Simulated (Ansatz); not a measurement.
The starting structures come from a database of crystals and need not be the phases stable at ambient conditions.

By PBEsol, the system below comes out a metal.

The ballistic (Sharvin) conductance counts the channels at the Fermi level: G/A = (e²/h) × channels of both spins per area.

Here is the system:

```
WB2
1.0
    3.01515     0.00000     0.00000
    0.00000    13.95671     0.00000
    1.50758     0.00000     2.61120
B W
8 4
Cartesian
  1.50757   6.65344   0.87040
  3.01515   7.30327   1.74080
  3.01515  13.63180   1.74080
  1.50757   0.32491   0.87040
  0.00000  10.46753   0.00000
  0.00000   3.48918   0.00000
  3.01515  10.46753   1.74080
  1.50757   3.48918   0.87040
  1.50757  12.06446   0.87040
  3.01515   1.89225   1.74080
  3.01515   5.08610   1.74080
  1.50757   8.87061   0.87040
```

Space group of this cell: P6_3/mmc. The cell is taken as given; by PBEsol its mean pressure is -3.5 GPa.

The current flows along the normal of the first two printed cell vectors, the (100) plane of the conventional cell. No spin-orbit coupling; the value is a mean over 0.1 eV about the Fermi level.

Task: Predict the ballistic conductance per area from PBEsol (Ansatz, an electronic-structure program).

Result: 0.60 × 10¹⁵ S/m² for both spins.
